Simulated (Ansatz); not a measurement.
A computed series for CsSnI3: response to strain

The reference is CsSnI₃ in the cubic perovskite structure (space group Pm-3m, No. 221; a = 6.1305 Å). Axes: x, y, z lie along the cube axes.

Strains are applied to the cell and any free atomic positions relax; under biaxial strain the out-of-plane vector relaxes too.

The values are results of Kohn–Sham DFT with the PBEsol functional, run in Ansatz (a first-principles code) with PAW and 420 eV plane waves, no SOC, not measurements.

Candidates:
(a) biaxial strain +3.00 %, plane normal [001], relaxed out of plane
(b) biaxial strain +1.20 %, plane normal [001], relaxed out of plane
(c) biaxial strain +1.80 %, plane normal [001], relaxed out of plane

Notes on the quantities. energy relative to the base: free energy F.

### Question
Order them by energy relative to the base, highest first.

### Answer
(a) biaxial strain +3.00 %, plane normal [001], relaxed out of plane (+11 meV/atom), (c) biaxial strain +1.80 %, plane normal [001], relaxed out of plane (+4.2 meV/atom), (b) biaxial strain +1.20 %, plane normal [001], relaxed out of plane (+1.9 meV/atom)

Stability against distortions was not tested. Many cubic perovskites are stable only at high temperature; tilts and polar distortions were not tested.
